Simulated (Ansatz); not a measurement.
**Effect of isotropic strain −2.00 % on ZnAu**

Consider ZnAu in the CsCl type structure (space group Pm-3m, No. 221; a = 3.1868 Å; relaxed with 0.1 eV smearing).

One thing is altered: the cell is scaled by 0.9800 in all directions; the atoms relax in the strained cell.

All numbers come from PBE in Ansatz (plane waves to 420 eV, PAW, without spin-orbit coupling). Γ-centred 18×18×18 mesh, Fermi–Dirac width 0.1 eV.

```csv
quantity,base,changed,shift
volume per atom,16.18 Å³,15.23 Å³,-0.95 Å³
space group,Pm-3m (No. 221),Pm-3m (No. 221),–
shortest interatomic distance,2.760 Å,2.705 Å,-0.055 Å
energy relative to the base (free energy F),0 meV/atom,+23 meV/atom,+23 meV/atom
pressure,0.0 GPa,8.4 GPa,+8.4 GPa
band gap,zero,zero,–
```

Final structure:

```
ZnAu
1.0
    3.12304     0.00000     0.00000
    0.00000     3.12304     0.00000
    0.00000     0.00000     3.12304
Zn Au
1 1
Cartesian
  1.56152   1.56152   1.56152
  0.00000   0.00000   0.00000
```

Stability against distortions was not tested.

Ansatz is a program for electronic structure.
